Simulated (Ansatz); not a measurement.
## InSe in the beta-GaS type structure (space group P6_3/mmc, No. 194; layered, stacked along the Cartesian z axis)

InSe is taken in the hexagonal space group P6₃/mmc (No. 194), Pearson symbol hP8. Lattice parameters: a = b = 4.017 Å, c = 16.933 Å, α = β = 90.00°, γ = 120.00°. In on 4f has 3 Se at 2.643 Å (trigonal pyramidal). Se on 4f is coordinated by 3 In at 2.643 Å (trigonal pyramidal). (Neighbours: up to the widest gap in distance over summed covalent radii, below 1.35, at either atom; cation-cation and far metal-metal contacts left out.)

All numbers come from r2SCAN+rVV10 (Ansatz, a program for electronic structure), no spin-orbit coupling. Γ-centred 10×10×2 mesh, Fermi–Dirac width 0.05 eV.

```yaml
volume_per_atom: 29.57 Å³
density: 5.44 g/cm³
band_gap: 0.85 eV, direct at Γ
electron_mass: 0.085 mₑ along c, 0.14 mₑ across
hole_mass: 0.080 mₑ along c, 1.9 mₑ across
Lowest conduction-band minima above the VBM: Γ 0.85 eV; M (1/2, 0, 0) 1.50 eV; K (1/3, 1/3, 0) 1.74 eV
total_energy: -5544.035 eV/atom (σ→0; compares only within this code and set-up)
```

Masses are band curvatures over ±0.01 Å⁻¹ around the edge. Whether these cells are dynamically stable was not tested.
